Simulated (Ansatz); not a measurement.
Input:

```
O2Si
1.0
    2.63962     0.00000     0.00000
    0.00000     4.14851     0.00000
    0.00000     0.00000     4.14851
Si O
2 4
Direct
  0.50000   0.50000   0.50000
  0.00000   0.00000   0.00000
  0.00000   0.69316   0.69316
  0.00000   0.30684   0.30684
  0.50000   0.19316   0.80684
  0.50000   0.80684   0.19316
```

Space group of this cell: P4_2/mnm, rutile. The cell is strained (all lengths scaled by 0.98); by r2SCAN its mean pressure is 10.8 GPa.

Transport runs along the normal of the first two printed cell vectors, the (100) plane of the conventional cell.

The gap is the functional's own, uncorrected, and κ follows it; spin-orbit coupling is left out. Mid-gap values are interpolated between the computed energies.

Question: Give the band gap and the smallest decay constant κ at mid-gap that r2SCAN in Ansatz (a quantum-chemistry and plane-wave program) yields.

Answer: Gap 7.09 eV on a 12×8×8 mesh; κ = 0.456 1/Å, at the zone centre.
